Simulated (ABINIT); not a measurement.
Worked example: self-consistent single point of InAs (R3m, 2 atoms in the cell) in ABINIT.

Method of the run: LDA (PW92), PAW (JTH v2.0 LDA PAW) (plane waves; ABINIT).

```
InAs
1.0
    0.00000     3.02091     3.02091
    3.02091     0.00000     3.02091
    3.02091     3.02091     0.00000
In As
1 1
Direct
  0.00478   0.00478   0.00478
  0.25000   0.25000   0.25000
```

Reference input (self-consistent single point, DFT, LDA (PW92), plane waves, PAW (JTH v2.0 LDA PAW)): pseudos = [In.LDA_PW-JTH.xml, As.LDA_PW-JTH.xml]; ecut = 20 Ha; pawecutdg = 40 Ha; pawxcdev = 0; occopt = 3; tsmear = 0.00183747 Ha; ngkpt = 3 3 3; nshiftk = 1; shiftk = 0 0 0; potentials = JTH v2.0 LDA PAW; nband = 19; kptopt = 1. This run's input differs from it in these lines:

```diff
@@ -21,3 +21,3 @@
 tsmear 0.00183747
-nband 19
+nband 14
 kptopt 1
```

The program printed (abridged):

```
   0.00000   0.00000  -0.00001   0.00002  -0.00001   0.00006  -0.00011   0.00006   0.00005  -0.00003  -0.81784  -0.00003 ...
   0.00002  -0.00005   0.00007   0.00002   0.00002  -0.00043  -0.00013  -0.00013  -0.00005  -0.00005  -0.00003  -0.81796 ...
   ...  only 12  components have been written...

 ****** Psp strength Dij in Ha (atom      2) *****
   0.96422  -3.67075  -0.00004  -0.00004  -0.00004  -0.00075  -0.00075  -0.00075  -0.00003  -0.00003  -0.00000  -0.00003 ...
  -3.67075  13.63614   0.00018   0.00018   0.00018   0.00321   0.00321   0.00321   0.00009   0.00009   0.00000   0.00009 ...
  -0.00004   0.00018   0.21528   0.00001   0.00001   3.20226   0.00023   0.00023   0.00001   0.00001  -0.00000   0.00015 ...
   [... 9 lines left out ...]
   ...  only 12  components have been written...

 ITER STEP NUMBER     1
 Max number of non-self-consistent loops: 2

 newocc:
  The calling routine gives nelect=   0.28000000D+02
  The lowest bound is  -0.12337602D+01, with nelect=  0.00000000D+00
  The highest bound is   0.44608673D+00, with nelect=  0.28000000D+02

--- !BUG
src_file: m_occ.F90
src_line: 643
mpi_rank: 0
message: |

     newocc:
      The calling routine gives nelect=   0.28000000D+02
      The lowest bound is  -0.12337602D+01, with nelect=  0.00000000D+00
      The highest bound is   0.44608673D+00, with nelect=  0.28000000D+02
...

  Action: contact ABINIT group (please attach the output of `abinit -b`)

 abinit_abort: decision taken to exit. Check above messages for more info
Abort(13) on node 0 (rank 0 in comm 0): application called MPI_Abort(MPI_COMM_WORLD, 13) - process 0

--- !BUG
src_file: m_occ.F90
src_line: 643
mpi_rank: 0
message: |

     newocc:
      The calling routine gives nelect=   0.28000000D+02
      The lowest bound is  -0.12337602D+01, with nelect=  0.00000000D+00
      The highest bound is   0.44608673D+00, with nelect=  0.28000000D+02
...

  Action: contact ABINIT group (please attach the output of `abinit -b`)
```

The program stopped before any SCF iteration. 

The starting cell has typed, rounded lattice constants, without a prior relaxation at this level. Its lattice was rescaled by up to half a per cent. One atom was moved a little off its site on purpose.
